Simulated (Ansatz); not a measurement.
Data:

End structure of a constructed model of the (111) surface of fcc Cu, a layer of Al in place of the second plane (bottom of the slab: a bare face, its two planes held):

```xyz
6
Lattice="2.5668 0.0000 0.0000 -1.2834 2.2229 0.0000 0.0000 0.0000 26.5000" Properties=species:S:1:pos:R:3 pbc="T T T"
Cu     0.0000     1.4819     8.0765
Cu     1.2834     0.7410    10.1723
Cu     0.0000     0.0000    12.2592
Cu     0.0000     1.4819    14.3669
Al     1.2834     0.7410    16.5441
Cu     0.0000     0.0000    18.7098
```

Model: 6-atom slab, 10.3 Å thick at the start with caps and adatoms (thin: gaps and levels are the slab's own), 17x17x1 mesh, Fermi-Dirac 0.1 eV, dipole correction, 2 atoms held, the rest relaxed; symmetry of the start imposed; no spin, no spin-orbit, no U. In PBE it is, or lies within 0.01 eV a 1x1 cell of, the lowest of the 2 structures of its composition computed so far; subsurface sites and larger cells were not tried.

Estimate the work function of the top face that PBE (Ansatz, an electronic-structure program) returns for this input.

4.93 eV
